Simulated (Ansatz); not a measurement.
What pressure 15 GPa does to hypothetical CsCl type TiSb

Take TiSb in the CsCl type structure (space group Pm-3m, No. 221; a = 3.405 Å; a hypothetical phase, not in the database extracts checked) as the base.

One thing is altered: a hydrostatic pressure of 15 GPa.

Calculations: r2SCAN (Ansatz, a quantum-chemistry and plane-wave program; PAW; 500 eV plane waves; no spin-orbit coupling). Γ-centred 14×14×14 mesh, Fermi–Dirac width 0.05 eV.

```csv
quantity,base,changed,shift
volume per atom,19.74 Å³,17.60 Å³,-2.14 Å³
density,7.14 g/cm³,8.00 g/cm³,+0.867 g/cm³
lattice parameter a,3.405 Å,3.277 Å,-0.128 Å
enthalpy H = E + PV relative to the base's energy,–,+1.74 eV/atom,–
band gap,zero,zero,–
```

Cost of the whole job for the changed cell (relaxation, final SCF and bands): around 50 core-seconds (rough).

Load acts through the strain it causes; cell and atoms are relaxed under it. Whether these cells are dynamically stable was not tested. No other phases were tried under pressure. The final runs are not spin-polarised. An odd electron count without spin: TiSb. TiSb has a high density of states at the Fermi level and may be magnetic at this level.
